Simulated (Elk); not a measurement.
Band structure of EuS (Pm-3m, 2 atoms in the cell).

```
EuS
1.0
    3.55593     0.00000     0.00000
    0.00000     3.55593     0.00000
    0.00000     0.00000     3.55593
Eu S
1 1
Cartesian
  0.00000   0.00000   0.00000
  1.77797   1.77797   1.77797
```
Moments meant for the start (each program seeds them in its own way; μB, in the order of the atoms Eu S): 7.0 0.0.

Computed with LDA (PW92), all-electron FP-LAPW, Elk's shipped species files, LAPW+lo basis run with Elk 10.2.4.

Settings: spinpol = true; rgkmax = 8; swidth = 0.00367493 Ha; ngridk = 12 12 12; reducebf = 0.8; gmaxvr = 16 1/bohr; nxoapwlo = 1; nempty = 8 per atom; maxscl = 100; bfcmt = [[0.0, 0.0, -1.75], [0.0, 0.0, 0.0]].

The starting cell comes from a database of computed structures (which also holds hypothetical and non-ambient phases and stackings), without a prior relaxation at this level. Spin-orbit coupling is off. With one magnetic atom in the cell only a parallel order is possible. With U or open f shells several self-consistent states can exist. The f electrons are in the valence without U or exact exchange, which can misplace them near the Fermi level. Spin-orbit terms, which matter for f shells, are left out. Values depend on the basis (sphere radii, cutoffs, local orbitals), which need not be converged.

Levels in eV from the Fermi level, bands 12 to 19 of the first spin channel:
```tsv
point	12	13	14	15	16	17	18	19
Γ	-0.61	-0.59	-0.48	-0.18	-0.18	-0.18	1.68	4.63
X	-0.59	-0.54	-0.45	-0.45	0.39	4.66	5.35	5.37
M	-0.48	-0.47	-0.46	-0.44	0.07	1.89	2.35	2.36
R	-0.48	-0.48	-0.47	-0.45	4.99	4.99	4.99	6.32
```

Bands cross the Fermi level along this path, so the cell is metallic at this level.

The net moment of the cell came out as 6.99 μB.
